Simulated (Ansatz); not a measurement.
CdSe: response to strain

Start from CdSe in the wurtzite structure (space group P6_3mc, No. 186; a = 4.302 Å, c = 7.021 Å). Axes: x lies along a and z along c of the hexagonal cell.

Strains are applied to the cell and any free atomic positions relax.

Method: Ansatz (a program for electronic structure) PBEsol, scalar-relativistic without spin-orbit coupling.

Candidates:
(a) isotropic strain −4.45 %
(b) tensor shear ε_xy = −1.35 %
(c) uniaxial strain ε_yy = −1.08 %
(d) tensor shear ε_xy = −2.92 %

For the base:

| Item | Value |
|---|---|
| Band gap | 0.54 eV |

**Question.** Order them by band gap, lowest first.

**Answer.** (d) tensor shear ε_xy = −2.92 % (0.42 eV), (b) tensor shear ε_xy = −1.35 % (0.49 eV), (c) uniaxial strain ε_yy = −1.08 % (0.53 eV), (a) isotropic strain −4.45 % (0.82 eV)

Gaps are read on the SCF mesh and a high-symmetry path. Whether these cells are dynamically stable was not tested.
